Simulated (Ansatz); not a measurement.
**Nb4GaSe8: pressure series**

Base system: Nb4GaSe8 (space group F-43m, No. 216; a = 10.365 Å).

Cell and atoms are relaxed at each pressure.

All numbers come from PBEsol/PAW in Ansatz (a first-principles code), no SOC.

Notes on the quantities. enthalpy: H = E + PV relative to the base's energy.

| change | lattice parameter a | enthalpy |
|---|---|---|
| base | 10.365 Å | – |
| pressure −2 GPa | 10.462 Å | -0.27 eV/atom |
| pressure −1 GPa | 10.412 Å | -0.13 eV/atom |
| pressure 0.3 GPa | 10.352 Å | +0.04 eV/atom |
| pressure 0.7 GPa | 10.335 Å | +0.09 eV/atom |
| pressure 1.5 GPa | 10.302 Å | +0.20 eV/atom |
| pressure 3 GPa | 10.245 Å | +0.39 eV/atom |
| pressure 5 GPa | ? | +0.65 eV/atom |
| pressure 7.5 GPa | 10.097 Å | +0.96 eV/atom |
| pressure 10 GPa | 10.028 Å | +1.27 eV/atom |

Problem. Complete the table.

Solution. 
- pressure 5 GPa, lattice parameter a: 10.175 Å

Load acts through the strain it causes; cell and atoms are relaxed under it. No phonon test of stability was made. No other phases were tried under pressure. The final runs are not spin-polarised. An odd electron count without spin: Nb4GaSe8.
